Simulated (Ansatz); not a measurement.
Consider MgS in the rock salt structure (space group Fm-3m, No. 225; a = 5.182 Å).

Calculations: Ansatz (a program for electronic structure) PBEsol, scalar-relativistic without spin-orbit coupling.

One change was made to it. Results:

The shortest interatomic distance rises by 0.299 Å, from 2.591 Å to 2.890 Å; the band gap changes from 2.73 eV to zero; the density decreases by 0.635 g/cm³ (2.69 g/cm³ → 2.06 g/cm³).

**Question.** What was done to the base?
A. S → Cl
B. S → Se
C. S → Mo

**Answer.** A, S → Cl. For comparison, the shortest interatomic distance in the other runs: S → Mo gives 2.619 Å; S → Se gives 2.725 Å.

Stability against distortions was not tested. As relaxed here, MgCl and MgMo are hypothetical phases, not in the database extracts checked. All final runs are without spin polarisation. An odd electron count without spin: MgCl. MgMo has a high density of states at the Fermi level and may be magnetic at this level.
